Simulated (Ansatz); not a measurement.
Take LiF in the rock salt structure (space group Fm-3m, No. 225; a = 3.990 Å) as the base. Axes: x, y, z lie along the cube axes.

The values are results of r2SCAN, PAW, 500 eV (Ansatz, a program for electronic structure; without spin-orbit coupling), not measurements.

A first run, uniaxial strain ε_xx = +2.14 %, gives secant values C11 ≈ 120 GPa and C12 ≈ 45 GPa from its stress. A second run applies isotropic strain +1.34 %.

Q: What does linear elasticity predict for the bulk modulus −ΔP/(ΔV/V₀) in the second run, and what does the run give?

A: Linear elasticity: (C11 + 2 C12)/3 = 70 GPa. The run gives 70 GPa; any difference comes from nonlinear terms at these strains and numerical noise.

Whether these cells are dynamically stable was not tested.
